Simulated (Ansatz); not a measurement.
Partial pair distribution functions of a relaxed model of amorphous Al28O44Si, broadened by 0.06 Å; density 3.06 g/cm³. Calculation: PBE, scalar-relativistic without spin-orbit coupling (plane waves to 420 eV, PAW; Ansatz, a quantum-chemistry and plane-wave program).

It comes from a melt-quench run on a machine-learned potential (CHGNet), relaxed afterwards by DFT. O atoms were pushed apart under 1.9 Å during the dynamics, to hinder bonds among them. The hot cell started wider than the set density and was brought back towards it in steps. It is the lowest in DFT energy of 2 quenches. It is a model cell: composition and starting density were chosen by hand, and all elements were melted together. No dispersion term was used. Its density started from a set value of 3.06 and ended at 3.06 g/cm³. Cooling (nominally 280 K/ps over its main leg) ran many orders faster than in experiment, which tends to leave more defects and strain. A cell of this size samples the disorder only roughly. The volume was held where the preparation left it, at a PBE pressure of -1.1 GPa (tension). Stress components on the final sampling reach 2.4 GPa.

```
r (Å)  g Al-O  g O-Si  g Al-Al  g O-O
-----  ------  ------  -------  -----
1.35     0.00    0.00     0.00   0.00
1.45     0.00    0.26     0.00   0.00
1.55     0.02    5.48     0.00   0.00
1.65     0.92   11.68     0.00   0.00
1.75     5.96    4.05     0.00   0.00
1.85     7.92    0.14     0.00   0.00
1.95     3.43    0.00     0.00   0.00
2.05     0.79    0.00     0.00   0.00
2.15     0.09    0.00     0.00   0.00
2.25     0.00    0.00     0.00   0.02
2.35     0.06    0.00     0.00   0.35
2.45     0.22    0.00     0.00   0.95
2.55     0.17    0.00     0.15   1.73
2.65     0.21    0.00     0.84   2.33
2.75     0.20    0.02     1.42   3.11
2.85     0.44    0.56     1.24   2.53
2.95     0.38    1.07     1.65   2.03
3.05     0.57    0.86     1.96   1.74
3.15     0.66    0.84     2.65   1.35
3.25     0.63    1.51     2.74   1.08
3.35     0.82    1.33     2.51   0.87
3.45     0.77    0.85     1.81   0.69
3.55     1.15    0.13     1.21   0.62
3.65     1.22    0.04     0.58   0.59
3.75     1.06    0.94     0.34   0.69
3.85     1.35    1.83     0.51   0.69
3.95     1.38    1.30     0.78   0.61
4.05     1.50    1.31     0.70   0.51
4.15     1.68    1.37     0.77   0.42
4.25     1.78    2.54     0.48   0.64
4.35     1.69    1.99     0.61   0.65
4.45     1.36    0.84     0.89   0.88
4.55     1.00    0.76     0.82   1.04
4.65     0.97    0.64     0.92   1.10
```

Within 2.20 Å each Al has 4.43 O neighbours on average.
